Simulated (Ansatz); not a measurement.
Consider CdO in the rock salt structure (space group Fm-3m, No. 225; a = 4.6902 Å).

Level of theory: Ansatz (a program for electronic structure), PBEsol, PAW, cutoff 420 eV, no spin-orbit coupling.

For the base:

| Quantity | Value |
|---|---|
| Lattice parameter a | 4.690 Å |

One thing is altered: hydrostatic tension (pressure −2 GPa).

Predict the new lattice parameter a.

The lattice parameter a rises by 0.0224 Å, from 4.690 Å to 4.713 Å.

A case with no gap was solved on a k-mesh chosen for an insulator, which is coarse for it. Load acts through the strain it causes; cell and atoms are relaxed under it. No phonon test of stability was made. All final runs are without spin polarisation.
